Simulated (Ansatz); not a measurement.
The reference is SrTiO3 in the cubic perovskite structure (space group Pm-3m, No. 221; a = 3.8914 Å). Axes: x, y, z lie along the cube axes.

Structures relaxed with Kohn–Sham DFT with the PBEsol functional, run in Ansatz (a quantum-chemistry and plane-wave program) with PAW and 420 eV plane waves, spin-orbit coupling left out, earlier PAW set.

Base:

Simulated powder pattern, Cu Kα1, λ = 1.54056 Å (kinematic, ideal powder, no thermal factors, no anomalous dispersion; the 8 strongest lines at most, above 2 %, up to 2θ = 90°):

| 2θ (°) | I/Imax (%) | hkl |
|---|---|---|
| 32.51 | 100 | (110) |
| 40.10 | 21 | (111) |
| 46.64 | 41 | (200) |
| 58.01 | 37 | (211) |
| 68.09 | 23 | (220) |
| 77.50 | 16 | (310) |
| 82.07 | 6.3 | (311) |
| 86.58 | 7.7 | (222) |

After one change:

Simulated powder pattern, Cu Kα1, λ = 1.54056 Å (kinematic, ideal powder, no thermal factors, no anomalous dispersion; the 8 strongest lines at most, above 2 %, up to 2θ = 90°):

| 2θ (°) | I/Imax (%) |
|---|---|
| 32.51 | 51 |
| 32.70 | 100 |
| 40.26 | 32 |
| 46.64 | 42 |
| 47.19 | 20 |
| 58.12 | 38 |
| 58.47 | 18 |
| 68.52 | 23 |

**Question.** What was done to the base?
(A) biaxial strain +1.40 %, plane normal [001], relaxed out of plane
(B) uniaxial stress, 3 GPa tension along x
(C) biaxial strain −2.15 %, plane normal [111], relaxed out of plane
(D) uniaxial strain ε_xx = −1.09 %

**Answer.** D, uniaxial strain ε_xx = −1.09 %. Its volume per atom is 11.66 Å³ against 11.79 Å³, and its space group is P4/mmm (No. 123).

Beyond what the load breaks, stability against distortions was not tested. The final runs are not spin-polarised. Many cubic perovskites are stable only at high temperature; tilts and polar distortions were not tested.
